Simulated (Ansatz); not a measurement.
An Ansatz (a quantum-chemistry and plane-wave program) input (r2SCAN, PAW, 500 eV (Ansatz; without spin-orbit coupling)):

Ansatz 0.2 input:
```yaml
crystal:
  lattice:
    - [0, 1.9968279499, 2.0167962294]
    - [1.9968279499, 0, 2.0167962294]
    - [1.9968279499, 1.9968279499, 0]
  atoms:
    - { symbol: Al, position: [0, 0, 0] }
basis: { ecutwfc: 500, ecutrho_ratio: 4, xc_grid: 4, fft_grid_basis: typed }
kpoints: { mp_grid: { grid: [28, 28, 28] } }
hamiltonian:
  xc: r2scan
  dispersion: none
  pseudopotentials: { kind: paw }
scf: { occupations: { method: fermi_dirac, width: 0.1 }, convergence: { dr2_threshold: 0.0000000001 } }
relax: { f_tol: 0.005, max_steps: 50 }
output: { forces: true, stress: true }
checkpoint: { write: state.ck, write_every: 1000 }
```

Which symmetry and how many k-points will the program report, and about how many plane waves at Γ?

Space group I4/mmm (ITA 139) with 16 operations, k-points 1639 of 21952, and 411 plane waves at Γ.

And the final pressure?

-0.89 GPa (compression positive).

The cells carry an imposed strain or load. Whether these cells are dynamically stable was not tested. The cell was made from Al in the fcc (Cu type) structure (space group Fm-3m, No. 225) by this change: uniaxial strain ε_zz = +1.00 %.
